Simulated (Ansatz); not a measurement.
Fluorite PbF2 (high-temperature phase), treated with r²SCANh in Ansatz (PAW).

Run with plane-wave cutoff 520 eV, 8×8×8 k mesh, Fermi–Dirac smearing 0.01 eV, scalar-relativistic PAW data made under PBE.

Cell (relaxed at this level):

```
PbF2
1.0
    0.00000     2.95655     2.95655
    2.95655     0.00000     2.95655
    2.95655     2.95655     0.00000
Pb F
1 2
Cartesian
  0.00000   0.00000   0.00000
  1.47828   1.47828   1.47828
  4.43483   4.43483   4.43483
```

Problem. Predict the smallest direct gap on the k points sampled, pressure derivative B′ of the bulk modulus and bulk modulus B0.

Solution. 
smallest direct gap on the k points sampled: 5.82 eV
pressure derivative B′ of the bulk modulus: 4.6
bulk modulus B0: 78.0 GPa

Measured, for comparison: bulk modulus 64 GPa (temperature not stated, not corrected to a static lattice; as tabulated in Cadelano and Cappellini (2011), arXiv:1107.5962). Computed (rounded) less measured: bulk modulus +22 %.

Spin–orbit coupling is not included; with these elements it can move the gap by several tenths of an eV or more.

The computed numbers hold no vibrational or temperature effects.

Computing time: very roughly 9 core-minutes.

Ansatz is an electronic-structure program.
